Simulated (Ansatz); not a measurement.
Data:

```
CELL_PARAMETERS angstrom
      0.00000     2.76191     2.76191
      2.76191     0.00000     2.76191
      2.76191     2.76191     0.00000
ATOMIC_POSITIONS crystal
  Zn 0.00000 0.00000 0.00000
  S  0.25000 0.25000 0.25000
```

No spin polarisation.

Method: plane-wave PAW DFT at the r2SCAN level (Ansatz, a first-principles code, 500 eV), spin-orbit coupling left out. Γ-centred 11×11×11 mesh, Fermi–Dirac width 0.05 eV.

Problem. Estimate the electron mass.

Solution. 0.18 mₑ (at Γ).

Problem. Estimate the pressure.

Solution. -4.96 GPa.

Problem. What is the computed band gap?

Solution. 2.37 eV.

The cells carry an imposed strain or load. Masses are band curvatures over ±0.01 Å⁻¹ around the edge. No phonon test of stability was made. The cell was made from ZnS in the zinc blende structure (space group F-43m, No. 216) by this change: isotropic strain +2.50 %.
